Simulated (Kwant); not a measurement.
Model system: quantum point contact (saddle potential) in a CdTe two-dimensional gas. Effective mass 0.096 mₑ, grid spacing 5 nm, hard walls, nominal width 100 nm (19 grid rows, so walls 100 nm apart), one parabolic valley, scattering region 300 nm long along x; energies count from the band bottom; Fermi energy 0.014 eV. Potential (V0 + ½k y²) cos²(πx/L) for |x| < L/2, with V0 swept from 0.007539 to 0 eV, k = 1.1e-05 eV/nm², L = 230 nm.

The device is made up for the run: typed textbook-type constants, with dimensions and the other settings drawn at random.

Model: effective-mass tight-binding model on a square grid, one spin, coherent transport at 0 K (Kwant). Conductance is in e²/h.

Density of the scattering states that come in from the left lead, at gate = 0.0018574 eV, in bins, relative to the largest site value (x marks bins outside the device):

```
|00255555410122110000000000000000000000000000|
|22588899842356542110000000000000001111111111|
|11232234422356643222111111111111111111111111|
|11233433221122322222222222221111111111111111|
|11478898632222211122222222111111111110000000|
|21364356522355532211111111111111111111000000|
|11232223311355532222111111111111111111111111|
|11358886432212222222222222222111111111111111|
|11366676522233322222222222111111111111111111|
|21342034312366542221111111111111111110000000|
|11366676522233322222222222111111111111111111|
|11358886432212222222222222222111111111111111|
|11232223311355532222111111111111111111111111|
|21364356522355532211111111111111111111000000|
|11478898632222211122222222111111111110000000|
|11233433221122322222222222221111111111111111|
|11232234422356643222111111111111111111111111|
|22588899842356542110000000000000001111111111|
|00255555410122110000000000000000000000000000|
```
Scale: ten equal steps from 0.021 (start of '0') to 1.00 (end of '9'), in the order '0123456789'; x runs from -142 to 142, y from -43.0 (bottom) to 43.0 (top).

The conductance there is 4.00 e²/h with 6 open channel(s) in the leads.
